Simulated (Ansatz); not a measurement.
```
MgO
1.0
    3.30213     0.00000     0.00000
   -1.65106     2.85973     0.00000
    0.00000     0.00000     5.02382
Mg O
2 2
Direct
  0.66667   0.33333   0.01100
  0.33333   0.66667   0.51100
  0.66667   0.33333   0.61420
  0.33333   0.66667   0.11420
```

Relaxed-ion tensors in this frame from DFT at the PBEsol level (Ansatz, a quantum-chemistry and plane-wave program). Proper piezoelectric stress tensor e (C/m²):

```
 0.00   0.00   0.00   0.00   0.37   0.00
 0.00   0.00   0.00   0.37   0.00   0.00
 0.72   0.72  -2.03   0.00   0.00   0.00
```

Stiffness C (GPa):

```
 191   102  96.9   0.0   0.0   0.0
 102   191  96.9   0.0   0.0   0.0
96.9  96.9   107   0.0   0.0   0.0
 0.0   0.0   0.0  60.7   0.0   0.0
 0.0   0.0   0.0   0.0  60.7   0.0
 0.0   0.0   0.0   0.0   0.0  44.5
```

The cell was generated from a structure type, relaxed within its symmetry, and need not be the phase found at ambient conditions.

Problem. Obtain the piezoelectric strain tensor d.

Solution. d = e S with S = C⁻¹, in pC/N:

```
  0.0    0.0    0.0    0.0    6.1    0.0
  0.0    0.0    0.0    6.1    0.0    0.0
 21.8   21.8  -58.4    0.0    0.0    0.0
```
Away from Γ the polar cell without biaxial strain shows no imaginary mode on a 2×2×2 mesh.
